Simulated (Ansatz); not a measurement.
The structure below was relaxed with PBEsol, PAW, 420 eV (Ansatz, a quantum-chemistry and plane-wave program; no SOC).

```
CELL_PARAMETERS angstrom
     -1.63035     1.63035     3.73820
      1.63035    -1.63035     3.73820
      1.63035     1.63035    -3.73820
ATOMIC_POSITIONS crystal
  Os 0.00000 0.00000 0.00000
  Si 0.33633 0.33633 0.00000
  Si 0.66367 0.66367 0.00000
```

Find the space group and the Wyckoff positions.

Space group I4/mmm (No. 139); a = 3.261 Å, b = 3.261 Å, c = 7.476 Å, α = 90.00°, β = 90.00°, γ = 90.00°

```json
[
 {"atom": "Os", "site": "2a", "symmetry": "4/mmm", "x": "0.0000", "y": "0.0000", "z": "0.0000"},
 {"atom": "Si", "site": "4e", "symmetry": "4mm", "x": "0.0000", "y": "0.0000", "z": "0.3363"}
]
```

Stability against distortions was not tested. The final runs are not spin-polarised. The cell was made from MoSi2 by this change: Mo → Os; the result is a hypothetical phase, not in the database extracts checked. OsSi2 has a high density of states at the Fermi level and may be magnetic at this level.
